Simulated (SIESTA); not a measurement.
A self-consistent single point of MnAu (Pm-3m, 2 atoms in the cell) with SIESTA.

Method: GGA PBEsol, numerical atomic orbitals DZP, PseudoDojo PBEsol standard norm-conserving potentials (rewritten from UPF to PSML) run with SIESTA 5.4.2.

```xyz
2
Lattice="3.2078 0.0000 0.0000 0.0000 3.2078 0.0000 0.0000 0.0000 3.2078" Properties=species:S:1:pos:R:3 pbc="T T T"
Mn     1.6039     1.6039     1.6039
Au     0.0000     0.0000     0.0000
```
Moments meant for the start (each program seeds them in its own way; μB, in the order of the atoms Mn Au): 4.0 0.0.

Reference input (self-consistent single point, DFT, LDA PW92, numerical atomic orbitals DZP, PseudoDojo LDA standard norm-conserving potentials (rewritten from UPF to PSML)): XC.functional = LDA; XC.authors = PW92; potentials = PseudoDojo LDA standard; PAO.BasisSize = DZP; PAO.EnergyShift = 0.01 Ry; MeshCutoff = 400 Ry; kgrid.MonkhorstPack = 10 10 10; OccupationFunction = FD; ElectronicTemperature = 50 meV; Spin = polarized; DM.InitSpin = [1 +4.00, 2 +0.00]; MaxSCFIterations = 150. This run's input differs from it in these lines:

```diff
@@ -1,2 +1,2 @@
-# files in the folder: Mn.psml Au.psml (PseudoDojo LDA standard)
+# files in the folder: Mn.psml Au.psml (PseudoDojo PBEsol standard)
 SystemName  MnAu
@@ -22,4 +22,4 @@
 
-XC.functional                LDA
-XC.authors                   PW92
+XC.functional                GGA
+XC.authors                   PBEsol
 PAO.BasisSize                DZP
```

Output (repeated stretches shortened):

```
        iscf     Eharris(eV)        E_KS(eV)     FreeEng(eV)     dDmax    Ef(eV) dHmax(eV)
   scf:    1    -6940.096575    -6959.323929    -6959.334903  1.350830 -0.290372 19.841569
     spin moment: {S} , |S| = {        0.0        0.0    3.98360 }     3.98360
   scf:    2    -6969.819520    -6965.342846    -6965.352413  0.263600 -0.641977 11.888209
     spin moment: {S} , |S| = {        0.0        0.0    4.09304 }     4.09304
   scf:    3    -6970.581007    -6968.299569    -6968.308188  0.246069 -1.225384  5.530882
     spin moment: {S} , |S| = {        0.0        0.0    4.11649 }     4.11649
   [... lines left out ...]
     spin moment: {S} , |S| = {        0.0        0.0    4.20470 }     4.20470
   scf:   11    -6969.493259    -6969.493265    -6969.501392  0.001008 -2.030339  0.009642
     spin moment: {S} , |S| = {        0.0        0.0    4.20475 }     4.20475
   scf:   12    -6969.493264    -6969.493266    -6969.501396  0.000360 -2.030178  0.000155
     spin moment: {S} , |S| = {        0.0        0.0    4.20473 }     4.20473
   scf:   13    -6969.493266    -6969.493266    -6969.501396  0.000002 -2.030180  0.000079
     spin moment: {S} , |S| = {        0.0        0.0    4.20473 }     4.20473
SCF Convergence by DM+H criterion
max |DM_out - DM_in|         :     0.0000020068
max |H_out - H_in|      (eV) :     0.0000790109
SCF cycle converged after 13 iterations

Using DM_out to compute the final energy and forces

siesta: E_KS(eV) =            -6969.4933

siesta: E_KS - E_eggbox =     -6969.4933

siesta: Atomic forces (eV/Ang):
     1   -0.000000    0.000000   -0.000000
     2   -0.000000   -0.000000    0.000000
   Tot   -0.000000   -0.000000   -0.000000
   Max    0.000000
   Res    0.000000    sqrt( Sum f_i^2 / 3N )
   Max    0.000000    constrained

Stress tensor Voigt[x,y,z,yz,xz,xy] (kbar):       85.25       85.25       85.25       -0.00       -0.00        0.00
(Free)E + p*V (eV/cell)    -6971.2577
Target enthalpy (eV/cell)    -6969.5014

siesta: Program's energy decomposition (eV):
siesta: FreeEng =     -6969.501396

   [... lines left out ...]
siesta: Cell volume =         33.006966 Ang**3
siesta:         -85.25328984        -85.25328984  kBar
   [... lines left out ...]
   2  9.569   0.997   0.936  -0.318   0.999   0.999   0.999   0.138   0.138
              0.138   0.831   0.831   0.885   0.831   0.885   0.066   0.066

              0.041   0.066   0.041

mulliken: Qtot =       14.898

Mulliken Atomic Populations:
Atom #   charge [q] valence [e]      Sz [e]  Species
     1     0.005901   14.994099    4.337697  Mn
     2    -0.005901   19.005901   -0.132970  Au
 Total     0.000000                4.204727
```

The run converged in 13 iterations. Against the reference run the pressure goes from -14.33 to -8.53 GPa and the size of the net moment goes from 2.06 to 2.10 μB/atom.

The starting cell comes from a database of computed structures (which also holds hypothetical and non-ambient phases and stackings), without a prior relaxation at this level. With one magnetic atom in the cell only a parallel order is possible. Values carry the incompleteness of an atom-centred basis. With a pressure of about -9 GPa the cell is away from its equilibrium volume at this level.

Cost on one core of a shared machine: roughly 30 s.
